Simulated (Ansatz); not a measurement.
L1₂ (Cu3Au-type) Al₃Sc was calculated with rVV10 in Ansatz (PAW).

Run with plane-wave cutoff 520 eV, 14×14×14 k mesh, Fermi–Dirac smearing 0.05 eV, scalar-relativistic PAW data made under PBE.

Results at a series of volumes:

```
V (Å³/atom)  E − E_lowest (meV/atom)  P (GPa)
-----------  -----------------------  -------
16.133                         19.02     6.24
16.476                          8.16     3.94
16.819                          1.97     1.87
17.162                          0.00     0.00
17.506                          1.83    -1.68
17.849                          7.07    -3.19
18.192                         15.38    -4.55
```

**Question.** What bulk modulus B0 and pressure derivative B′ does a third-order Birch–Murnaghan fit give?

**Answer.** V0 = 17.163 Å³/atom, B0 = 88.4 GPa, B′ = 4.3 (fit to the energies at full precision).

Measured, for comparison: bulk modulus 91.5 ± 1 GPa (298 K, no zero-point or thermal correction, polycrystal; as tabulated in A Combined Experimental and First-Principles Based Assessment of …); equilibrium volume per atom 17.27 Å³/atom (room temperature, no zero-point or thermal correction; as tabulated in A Combined Experimental and First-Principles Based Assessment of …). Computed (rounded) less measured: bulk modulus -3 %, equilibrium volume per atom -0.6 %. A static lattice is as a rule a little smaller and stiffer than an uncorrected measurement, which narrows the difference in the equilibrium volume per atom and would widen misses of the other sign.

Computed values are for the static lattice.

The result took around 100 core-seconds (rough).

Ansatz is a first-principles code.
